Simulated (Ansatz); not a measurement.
Cs2Pt (P6₃/mmc, No. 194, 6 atoms in the cell; start mp-13548), treated with HSE06 in Ansatz (PAW).

Numerical settings: plane-wave cutoff 460 eV, 6×6×4 k mesh (along the axes of the cell as run), Fermi–Dirac smearing 0.01 eV, scalar-relativistic PAW data made under PBE.

Cell (relaxed with PBEsol):

```
Cs2Pt
1.0
    5.63240     0.00000     0.00000
   -2.81620     4.87780     0.00000
    0.00000     0.00000     7.67439
Cs Pt
4 2
Direct
  0.66667   0.33333   0.25000
  0.33333   0.66667   0.75000
  0.00000   0.00000   0.00000
  0.00000   0.00000   0.50000
  0.66667   0.33333   0.75000
  0.33333   0.66667   0.25000
```

Q: Give the computed band gap, smallest direct gap on the k points sampled and Γ–Γ gap.

A: 
* **band gap**: 2.51 eV
* **smallest direct gap on the k points sampled**: 2.62 eV
* **Γ–Γ gap**: 2.76 eV

Note: cell and atoms aren't relaxed at this level (pressure 2.2 GPa).

Spin–orbit coupling is not included; with these elements it can move the gap by several tenths of an eV or more.

Static lattice: no zero-point or thermal effects.

Computing time: very roughly 14 core-minutes.

A start named mp-… is a Materials Project structure, which need not be a measured phase.

Ansatz is a first-principles code.
